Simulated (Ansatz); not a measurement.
## Pressure series in BN

The parent structure is BN in the zinc blende structure (space group F-43m, No. 216; a = 3.624 Å).

Cell and atoms are relaxed at each pressure.

Computed with DFT with PBE, PAW potentials and a 420 eV plane-wave cutoff in Ansatz (a program for electronic structure), no SOC, earlier PAW set.

| case | electron mass | lattice parameter a |
|---|---|---|
| base | 0.91 mₑ along k, 0.30 mₑ across (at X) | 3.624 Å |
| pressure −2 GPa | 0.92 mₑ along k, 0.30 mₑ across (at X) | 3.631 Å |
| pressure −1 GPa | 0.92 mₑ along k, 0.30 mₑ across (at X) | 3.627 Å |
| pressure 1.8 GPa | 0.91 mₑ along k, 0.30 mₑ across (at X) | 3.618 Å |
| pressure 4.2 GPa | 0.91 mₑ along k, 0.30 mₑ across (at X) | 3.611 Å |
| pressure 9 GPa | 0.90 mₑ along k, 0.30 mₑ across (at X) | 3.596 Å |
| pressure 18 GPa | 0.90 mₑ along k, 0.30 mₑ across (at X) | 3.570 Å |
| pressure 30 GPa | … | … |
| pressure 45 GPa | 0.87 mₑ along k, 0.29 mₑ across (at X) | 3.504 Å |
| pressure 60 GPa | 0.87 mₑ along k, 0.29 mₑ across (at X) | 3.473 Å |

Complete the table.


- pressure 30 GPa, electron mass: 0.89 mₑ along k, 0.30 mₑ across (at X)
- pressure 30 GPa, lattice parameter a: 3.539 Å

The levels and masses belong to the bands next to the band gap. Load acts through the strain it causes; cell and atoms are relaxed under it. Effective masses come from finite differences of ±0.01 Å⁻¹. Along k means along the line from Γ to the band edge. Stability against distortions was not tested. Competing high-pressure phases were not computed.
